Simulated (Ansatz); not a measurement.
# Relaxation of cell and atoms of TiSb (Pm-3m, 2 atoms in the cell) at several settings

```
CELL_PARAMETERS angstrom
      3.43589     0.00000     0.00000
      0.00000     3.43589     0.00000
      0.00000     0.00000     3.43589
ATOMIC_POSITIONS crystal
  Ti 0.00000 0.00000 0.00000
  Sb 0.50000 0.50000 0.50000
```

Base: PBE run with Ansatz (a first-principles code). Its settings: basis.ecutwfc = 420 eV; kpoints.mp_grid.grid = 8 8 8; hamiltonian.xc = pbe; hamiltonian.pseudopotentials = {kind: paw} (the program's default PAW files); scf.occupations.method = cold; scf.occupations.width = 0.05 eV. Starting volume 20.28 Å³ per atom.

Each line gives the change from the base single point and the result:

- relax: default → cell and atoms; relax.cell.p_target: default → -2 GPa: pressure -2.00 GPa; final cell a = b = c = 3.4408 Å, α = β = γ = 90.00°; final volume per atom 20.37 Å³; relaxation steps 4; free energy against the base single point 1.0 meV/atom.
- hamiltonian.dispersion: default → d3bj; relax: default → cell and atoms [DFT, PBE-D3BJ, plane waves, default PAW files]: pressure -0.02 GPa; final cell a = 3.359 Å, b = 3.359 Å, c = 3.359 Å, α = 90.00°, β = 90.00°, γ = 90.00°; final volume per atom 18.94 Å³; relaxation steps 5.

The starting cell was generated: these elements placed on a structure prototype, without a prior relaxation; it need not be a known phase or ordering of this composition. Its lattice was rescaled by a random factor within 2.5 % of one. Spin polarisation is off. Ansatz's pressure includes its estimate of the finite-basis (Pulay) stress.

Left out of this page: 1 run of the series outside the window shown, repeating another row's setting, or not comparable.

Keys are those of Ansatz 0.2.
